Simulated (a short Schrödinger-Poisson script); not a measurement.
System: MOS inversion layer, SiO2 on p-type GaN, at 300 K.

```
layer  material  thickness (nm)  Na (cm⁻³)
-----  --------  --------------  ---------
1          SiO2             1.7          -
2           GaN            1200     2.7e17
```

The device is made up for the run: typed textbook-type constants, with dimensions and the other settings drawn at random. SiO2: permittivity 3.9, conduction-band edge (eV) 3.2, gap (eV) 9, electron mass (mₑ) 0.5. GaN: permittivity 9.5, conduction-band edge (eV) 0, gap (eV) 3.43, Nv at 300 K (cm⁻³) 4.6e19.

Channel valleys (confinement mass, in-plane density-of-states mass, number): Γ 0.2, 0.2, 1. At the gate the conduction-band edge of layer 1 lies 3.76 eV − eVg above the Fermi level of the channel; the field vanishes at the back. Gaps are held at their typed values at every temperature. Mesh 0.03 nm at interfaces.

From a short Schrödinger-Poisson script (our own, NumPy): 1D Poisson equation in equilibrium, electrons classical, Fermi-Dirac, parabolic valleys, classical holes, full ionisation, no traps, pinning or gate leakage.

The same stack at other levels of the model or other numerical settings:

```tsv
run	sheet density of all electrons at Vg = 1.5 V (cm⁻²)	sheet density of all electrons at Vg = 0.9 V (cm⁻²)	capacitance at Vg = 1.5 V (μF/cm²)	centroid of the channel electrons at Vg = 1.5 V (nm)	rough cost against the base
base	5.44e12	4.72e11	1.47	0.87	about 1
electrons treated as classical, Boltzmann	7.14e12	6.08e11	1.89	0.31	0.1
electrons treated as quantum, Hartree	4.09e12	3.18e10	1.34	2.03	3
electrons treated as quantum, Hartree plus LDA exchange-correlation	4.44e12	4.35e10	1.38	1.97	5
mesh six times as coarse	5.33e12	4.43e11	1.45	0.94	0.3
```

The classical rows ignore confinement, and Boltzmann statistics overrate the density once the band edge passes the Fermi level.

In real p-type GaN the Mg acceptor is only partly ionised, and so wide a gap doesn't supply an inversion layer without source and drain.
